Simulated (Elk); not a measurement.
Elk is run on NaHg₃ (Fm-3m, 4 atoms in the cell), and the run fails. The aim is a self-consistent single point with DFT, PBEsol, all-electron FP-LAPW, Elk's shipped species files, APW+lo basis with extra local orbitals.

Input as run:

```
tasks
  0

xctype
  22

rgkmax
  7.5

gmaxvr
  16.0

nxlo
  2

lorbcnd
  .true.

lmaxi
  3

stype
  3

swidth
  0.00367493

scale
  9.784149586

avec
    0.0000000000    0.7071067812    0.7071067812
    0.7071067812    0.0000000000    0.7071067812
    0.7071067812    0.7071067812    0.0000000000

atoms
  2   : nspecies
  'na.in'   : spfname
  1   : natoms; atposl, bfcmt below
  0.0000000000  0.0000000000  0.0000000000    0.0 0.0 0.0
  'Hg.in'   : spfname
  3   : natoms; atposl, bfcmt below
  0.2500000000  0.2500000000  0.2500000000    0.0 0.0 0.0
  0.7500000000  0.7500000000  0.7500000000    0.0 0.0 0.0
  0.5000000000  0.5000000000  0.5000000000    0.0 0.0 0.0

ngridk
  5 5 5
```

The program printed (abridged):

```
│ Elk code version 10.2.4 started │

Error(readspecies): error opening species file na.in
```

Q: Read the log: what does the program object to, and what is the fix?

A: The fault is a potential or basis that cannot be found (species file name in the wrong case). The input names a file or set that is not where the program looks, or that does not exist under that name. To fix it, correct the name or place the file. The program stopped before any SCF iteration.

The sound input it was made from differs as follows (other fixes are possible):
```diff
-  'na.in'   : spfname
+  'Na.in'   : spfname
```

With that input, the run converged in 16 iterations: free energy E − TS -1609054.6263 eV; pressure from finite strains at a fixed basis (rough; not comparable with other codes) -3.41 GPa; Fermi level (on the code's own zero) 4.44 eV (DFT, PBEsol, all-electron FP-LAPW, Elk's shipped species files, APW+lo basis with extra local orbitals).

On the sound input: the starting cell comes from a database of computed structures (which also holds hypothetical and non-ambient phases and stackings), without a prior relaxation at this level. Values depend on the basis (sphere radii, cutoffs, local orbitals), which need not be converged.
